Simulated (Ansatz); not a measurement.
A self-consistent single point of CaSiAu (P3m1, 3 atoms in the cell) with Ansatz (an electronic-structure program).

Method of the run: LDA (PW92), default PAW files made with PBE (plane waves; Ansatz).

```
CaSiAu
1.0
    4.30595     0.00000     0.00000
   -2.15298     3.72906     0.00000
    0.00000     0.00000     3.92279
Ca Si Au
1 1 1
Direct
  0.00000   0.00000   0.01275
  0.66667   0.33333   0.50000
  0.33333   0.66667   0.50000
```

Reference input (self-consistent single point, DFT, LDA (PW92), plane waves, default PAW files made with PBE): basis.ecutwfc = 420 eV; kpoints.mp_grid.grid = 9 9 9; hamiltonian.xc = lda; hamiltonian.pseudopotentials = {kind: paw} (the program's default PAW files); scf.occupations.method = fermi_dirac; scf.occupations.width = 0.1 eV. This run's input differs from it in these lines:

Ansatz 0.2 input:
```diff
@@ -13,3 +13,3 @@
 kpoints:
-  mp_grid: { grid: [9, 9, 9] }
+  mp_grid: { grid: [12, 12, 11] }
 hamiltonian:
@@ -18,3 +18,3 @@
 scf:
-  occupations: { method: fermi_dirac, width: 0.1 }
+  occupations: { method: fermi_dirac, width: 0.3 }
 output:
```

Log, with long lists cut:

```
SCF iter   1: F=—  HF=-15248.568904 eV  |F-HF|=—  |Δ(HF+E_count)|=         —  Δρ=5.30e-3  dr2=1.31e-2  ethr=1.77e-3  ⟨swp⟩=6.5  Hψ=20306  notcnv=0
all-band conjugate gradients solve this SCF's bands
preconditioner: auto → Kerker (q_TF=auto, 2.450 Å⁻¹)
SCF iter   2: F=—  HF=-15248.567597 eV  |F-HF|=—  |Δ(HF+E_count)|=   1.31e-3  Δρ=3.15e-3  dr2=6.28e-3  ethr=3.96e-5  ⟨swp⟩=1.2  Hψ=5433  notcnv=0
SCF iter   3: F=—  HF=-15248.566478 eV  |F-HF|=—  |Δ(HF+E_count)|=   1.12e-3  Δρ=1.13e-3  dr2=1.10e-3  ethr=1.90e-5  ⟨swp⟩=2.2  Hψ=5146  notcnv=0
SCF iter   4: F=—  HF=-15248.566250 eV  |F-HF|=—  |Δ(HF+E_count)|=   2.28e-4  Δρ=3.10e-4  dr2=5.33e-5  ethr=3.32e-6  ⟨swp⟩=2.3  Hψ=5758  notcnv=0
SCF iter   5: F=—  HF=-15248.566240 eV  |F-HF|=—  |Δ(HF+E_count)|=   1.01e-5  Δρ=9.31e-5  dr2=7.76e-6  ethr=1.62e-7  ⟨swp⟩=1.2  Hψ=4341  notcnv=0
SCF iter   6: F=—  HF=-15248.566239 eV  |F-HF|=—  |Δ(HF+E_count)|=   7.81e-7  Δρ=2.85e-5  dr2=7.15e-7  ethr=2.35e-8  ⟨swp⟩=2.5  Hψ=5505  notcnv=0
SCF iter   7: F=-15248.566239 eV  HF=-15248.566239 eV  |F-HF|=3.94e-8  |Δ(HF+E_count)|=   1.33e-7  Δρ=7.33e-6  dr2=5.70e-8  ethr=3.03e-10  ⟨swp⟩=3.0  Hψ=15772  notcnv=0
SCF 1 converged in 7 iterations: F = -15248.566239 eV  dr2 = 5.70e-8
Free energy (F): -15248.566239 eV
Internal energy: -15248.169223 eV  (E = F + TS)
E sigma→0 (E₀):  -15248.367731 eV
Entropy (-TS):   -0.397016 eV (-132.339 meV/atom)
Fermi energy:    10.938415 eV
--- Forces (eV/Å), atoms counted from 1 ---
  atom   1  Ca    -0.00000000     0.00000000    -0.17667672
  atom   2  Si     0.00000000     0.00000000     0.08912825
  atom   3  Au     0.00000000    -0.00000000     0.08753609
--- Stress (GPa, compression-positive) ---
       -3.941081       0.000000      -0.000000
       -0.000000      -3.941081      -0.000000
       -0.000000      -0.000000      -2.073209
  P = ⅓ Tr σ = -3.3185 GPa (-33.185 kbar)
  The stress holds the Pulay correction. Without it, at fixed plane waves, as pw.x and ABINIT print it: P = -3.3428 GPa
```

The run converged in 7 iterations. Against the reference run the free energy goes down by 59.8 meV/atom, the pressure goes from -3.42 to -3.32 GPa and the largest force hardly changes (0.174 to 0.177 eV/Å).

The starting cell comes from a database of computed structures (which also holds hypothetical and non-ambient phases and stackings), without a prior relaxation at this level. Its lattice was rescaled by up to half a per cent. One atom was moved a little off its site on purpose. With a pressure of about -3 GPa the cell is away from its equilibrium volume at this level. Ansatz's pressure includes its estimate of the finite-basis (Pulay) stress.
